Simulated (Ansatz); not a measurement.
## PbS: pressure series

The reference is PbS in the rock salt structure (space group Fm-3m, No. 225; a = 6.009 Å).

Cell and atoms are relaxed at each pressure.

Level of theory: PBE (Ansatz, a quantum-chemistry and plane-wave program, PAW, no SOC).

Candidates:
(a) pressure −2 GPa
(b) pressure 0.7 GPa
(c) pressure 5 GPa
(d) pressure 3 GPa
(e) pressure 1.5 GPa

Base values:

- Band gap: 0.49 eV

Task: Order them by band gap, lowest first.

Result: (c) pressure 5 GPa (0.20 eV), (d) pressure 3 GPa (0.31 eV), (e) pressure 1.5 GPa (0.40 eV), (b) pressure 0.7 GPa (0.45 eV), (a) pressure −2 GPa (0.62 eV)

With Pb present, leaving out spin-orbit coupling can change the band edges. Load acts through the strain it causes; cell and atoms are relaxed under it. No phonon test of stability was made. Competing high-pressure phases were not computed. The base started in Pnma and relaxed to Fm-3m at this level. The zero or small gap of PbS under pressure 5 GPa can change with the level of theory.
